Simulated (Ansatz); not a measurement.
Take ScF₃ in the ReO3 type structure (space group Pm-3m, No. 221) as the base.

ScF3 is modelled in the cubic space group Pm-3m (No. 221), the ReO3 type structure, Pearson symbol cP4. Lattice parameters: a = b = c = 4.0205 Å, α = β = γ = 90.00°. Sc on 1a has 6 F at 2.010 Å (octahedral). F on 3d sees 2 Sc at 2.010 Å (linear). (Neighbours: up to the widest gap in distance over summed covalent radii, below 1.35, at either atom; cation-cation and far metal-metal contacts left out.)

Levels (all Ansatz, a program for electronic structure, PAW): PBEsol (420 eV, scalar-relativistic without spin-orbit coupling); HSE06 (420 eV, spin-orbit coupling left out).

Its gap is 6.26 eV with PBEsol and 8.84 eV with HSE06.

One thing is altered: cell and atoms relaxed at a pressure of 10 GPa.

With PBEsol the gap becomes 6.70 eV.

**Question.** If the HSE06 correction stayed the same, what would the HSE06 gap be, and what does the HSE06 run give?

**Answer.** A rigid correction of +2.58 eV gives 9.28 eV. The HSE06 run gives 9.32 eV, so the correction itself changes by +0.04 eV.

Single points use the geometry relaxed with PBEsol. The hybrid gap comes from the SCF mesh plus the semilocal run's edge points and a few special points and is an upper bound. Load acts through the strain it causes; cell and atoms are relaxed under it. Stability against distortions was not tested. No other phases were tried under pressure. The base started in R32 and relaxed to Pm-3m at this level. All final runs are without spin polarisation.
